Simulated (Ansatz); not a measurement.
ZnS under load (space group F-43m), r2SCAN with spin-orbit coupling, rigid bands in Ansatz (a quantum-chemistry and plane-wave program). Condition of this run: hydrostatic pressure of -3 GPa (compression positive) (the target of the relaxation). Band gap 2.58 eV, N_c = 2.22e18 cm⁻³ and N_v = 5.40e19 cm⁻³ at 300 K, conductivity masses of 0.201 mₑ (electrons) and 0.894 mₑ (holes). Take k_BT = 0.02585 eV.

Q: What thermal injection velocity √(2k_BT/πm) limits a ballistic channel?

A: 1.20e7 cm/s for electrons and 5.69e6 cm/s for holes, a ratio of √(m_h/m_e) = 2.11, for dilute carriers.

Q: Find the intrinsic carrier density and the intrinsic Fermi level.

A: n_i = √(N_c N_v) exp(−E_g/2k_BT) = 1.09e19 × exp(−49.90) = 2.3e-3 cm⁻³. The level lies (k_BT/2) ln(N_v/N_c) = 41 meV from mid-gap (positive towards the conduction band). Each 0.1 eV added to the gap lowers n_i by a factor of 6.9.

Rigid bands with the computed gap; masses take one relaxation time for all states. Geometry: cell and atoms relaxed with PBEsol.
